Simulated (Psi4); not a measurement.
Psi4 1.11, BP86/def2-svp: B(Cl)(OH)(SH) (OB(S)Cl), 6 atoms. The geometry is a generated start, not checked to be a minimum at this level.

```yaml
task: energy
method: bp86
basis: def2-svp
memory: 3 GB
maxiter: 100
keys_of_the_molecule_block: symmetry c1
scf_type: df (default)
e_convergence: 1e-06 (default)
d_convergence: 1e-06 (default)
dft_radial_points: 75 (default)
dft_spherical_points: 302 (default)
basis_functions: 74
grid_points: 128372
```

```xyz
6

B      0.3571    -0.0623    -0.1027
Cl     2.0383    -0.5376    -0.2099
O     -0.3917    -0.3588     0.9627
H      0.0050    -0.8513     1.6830
S     -0.4081     0.8584    -1.4517
H     -1.6007     0.9515    -0.8813
```

With the defaults (diis = true, scf_initial_accelerator = adiis, damping_percentage = 0, diis_max_vecs = 10, soscf = false, soscf_start_convergence = 0.01, guess = auto, which took SAD) it converges in 10 SCF iterations. One run each on 2 threads, with these changes:
- guess = sap
- diis_max_vecs = 6
- damping_percentage = 20
- guess = modhuckel
- scf_initial_accelerator = none
- diis = false, scf_initial_accelerator = none, damping_percentage = 60
- diis_max_vecs = 20
- scf_initial_accelerator = ediis
- soscf = true, soscf_start_convergence = 0.001

Question: Name the settings that don't reach the solution of the defaults.

Answer: No convergence: diis = false, scf_initial_accelerator = none, damping_percentage = 60 (the run ends without SCF convergence in 100 iterations). The rest reach the solution of the defaults.

```
setting                                                                SCF iterations  JK calls             end
---------------------------------------------------------------------  --------------  --------  --------------
soscf = true, soscf_start_convergence = 0.001                                       7        18   same solution
the defaults                                                                       10        11   same solution
diis_max_vecs = 20                                                                 10        11   same solution
scf_initial_accelerator = ediis                                                    10        11   same solution
scf_initial_accelerator = none                                                     10        11   same solution
diis_max_vecs = 6                                                                  10        11   same solution
guess = sap                                                                        11        11   same solution
guess = modhuckel                                                                  11        39   same solution
damping_percentage = 20                                                            19        20   same solution
diis = false, scf_initial_accelerator = none, damping_percentage = 60             100       101  no convergence
```

An SOSCF iteration holds several JK calls; a Hückel guess adds calls on atoms.
